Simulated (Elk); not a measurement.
Input and output of a self-consistent single point for CuS (Fm-3m, 2 atoms in the cell) (Elk).

Method of the run: LDA (PW92), all-electron FP-LAPW, Elk's shipped species files, default APW+lo basis in Elk.

```xyz
2
Lattice="0.0000 2.4399 2.4399 2.4399 0.0000 2.4399 2.4399 2.4399 0.0000" Properties=species:S:1:pos:R:3 pbc="T T T"
Cu     0.0000     0.0000     0.0000
S      2.4399     2.4399     2.4399
```

Reference input (self-consistent single point, DFT, PBEsol, all-electron FP-LAPW, Elk's shipped species files, default APW+lo basis): xctype = 22; swidth = 0.00367493 Ha; ngridk = 8 8 8; rmtscf = 0.94; maxscl = 100. This run's input differs from it in these lines:

```diff
@@ -2,5 +2,2 @@
   0
-
-xctype
-  22
```

Output (repeated stretches shortened):

```
│ Self-consistent loop started │
│ Loop number : 1 │
 total energy                :     -2035.87529184
│ Loop number : 2 │
 total energy                :     -2037.01915238
RMS change in Kohn-Sham potential (target) :   0.5440348911     (  0.1000000000E-05)
Absolute change in total energy (target)   :    1.143860542     (  0.1000000000E-03)
│ Loop number : 3 │
 total energy                :     -2044.53436146
RMS change in Kohn-Sham potential (target) :   0.2732869267     (  0.1000000000E-05)
Absolute change in total energy (target)   :    7.801174209     (  0.1000000000E-03)
│ Loop number : 4 │
   [... lines left out ...]
Absolute change in total energy (target)   :   0.6329864977E-03 (  0.1000000000E-03)
│ Loop number : 14 │
 total energy                :     -2050.49188609
RMS change in Kohn-Sham potential (target) :   0.3794512448E-06 (  0.1000000000E-05)
Absolute change in total energy (target)   :   0.2165070841E-03 (  0.1000000000E-03)
│ Loop number : 15 │
 total energy                :     -2050.49188901
RMS change in Kohn-Sham potential (target) :   0.1144151928E-06 (  0.1000000000E-05)
Absolute change in total energy (target)   :   0.5704467912E-04 (  0.1000000000E-03)
Convergence targets achieved

│ Loop number : 16 │

Energies :
 Fermi                       :     0.235537918103
 total energy                :     -2050.49188557

Density of states at Fermi energy :    34.77224552
 (states/Hartree/unit cell)

Estimated indirect band gap :   0.6515043639E-02
 from k-point      7 to k-point     16
Estimated direct band gap   :   0.2058259333E-01
 at k-point      8

Charges :
 core                        :    22.00000000
 valence                     :    23.00000000
 interstitial                :    3.055927952
 muffin-tins (core leakage)
  species :    1 (Cu)
   atom    1                 :    27.86887165     (  0.3686779789E-03)
  species :    2 (S)
   atom    1                 :    14.07520039     (  0.1703476875E-03)
 total in muffin-tins        :    41.94407205
 total calculated charge     :    44.98996884
 total charge                :    45.00000000
 error                       :   0.1003115660E-01

│ Self-consistent loop stopped │
```

The run converged in 16 iterations. The count includes the last loop, which Elk runs after its targets are met. 

The starting cell comes from a database of computed structures (which also holds hypothetical and non-ambient phases and stackings), without a prior relaxation at this level. Spin polarisation is off. Values depend on the basis (sphere radii, cutoffs, local orbitals), which need not be converged. The run gives no clean gap (levels at the Fermi energy touch, overlap or are partly filled at this smearing), which alone does not show that the compound is a metal. The log's line on a gap gives a spacing of levels on this mesh, which the program prints for metals too.
